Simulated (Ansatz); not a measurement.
The starting structures come from a database of crystals and need not be the phases stable at ambient conditions.

The decay constant κ of evanescent states in the gap governs leakage through a thin film.

```
CELL_PARAMETERS angstrom
      3.99745     0.00000     0.00000
      1.99872     7.90438    -0.04381
      1.99872    -0.95071     8.82846
ATOMIC_POSITIONS crystal
  Bi 0.09323 0.19856 0.61498
  Bi 0.90677 0.80144 0.38502
  Bi 0.72804 0.67219 0.87174
  Bi 0.27196 0.32781 0.12826
  S  0.31624 0.03084 0.33669
  S  0.68376 0.96916 0.66331
  S  0.36719 0.41766 0.84796
  S  0.63281 0.58234 0.15204
  S  0.04556 0.87810 0.03078
  S  0.95444 0.12190 0.96922
  S  0.41142 0.62514 0.55202
  S  0.58858 0.37486 0.44798
```

Space group of this cell: C2/m. The cell was relaxed by PBE-D3(BJ); by r2SCAN its mean pressure is 1.5 GPa.

Transport runs along the normal of the first two printed cell vectors.

No gap correction and no spin-orbit coupling; mid-gap values are interpolated between computed energies.

Question: State the band gap and the smallest decay constant κ at mid-gap according to Ansatz (a first-principles code) with r2SCAN.

Answer: Gap 1.30 eV on a 8×8×8 mesh; κ = 0.188 1/Å, at the zone centre.
